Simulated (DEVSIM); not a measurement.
Device: Co/SiO2/p-Si capacitor, at 300 K.

```tsv
layer (left to right)	material	thickness (nm)	Na (cm⁻³)
1	SiO2	34.0	-
2	Si	13000	1.9e15
```

Metal gate on the left, work function 5 eV. Fixed charge at the semiconductor interface 1.9e10 cm⁻² (in units of +e); no interface traps.

This is a model device: material constants are rounded textbook-type values typed into the input, and sizes, dopings and lifetimes were drawn at random. Values at 300 K.

```csv
parameter,SiO2,Si
gap (eV),9,1.124
affinity (eV),0.9,4.05
permittivity,3.9,11.7
Nc (cm⁻³),-,2.86e19
Nv (cm⁻³),-,3.1e19
```

DEVSIM, 1D Poisson equation in equilibrium, Boltzmann statistics, complete ionisation; no quantum confinement or tunnelling. Metal contacts follow the ideal Schottky-Mott rule: no Fermi-level pinning, no interface dipoles.

The interface trap density was swept, all else fixed.

```csv
interface trap density (cm^-2 eV^-1),flat-band voltage (V),minimum of the low-frequency capacitance (μF/cm²),threshold voltage (band bending 2φF) (V)
0,0.05,0.0157,0.87
1e10,0.04,0.0169,0.87
1e11,0.00,(withheld),(withheld)
3e11,-0.10,0.0402,1.01
1e12,-0.44,0.0647,1.36
2e12,-0.94,0.0781,1.86
```

Question: Complete the blanks.

Answer: 
- 1e11, minimum of the low-frequency capacitance (μF/cm²): 0.0256
- 1e11, threshold voltage (band bending 2φF) (V): 0.92
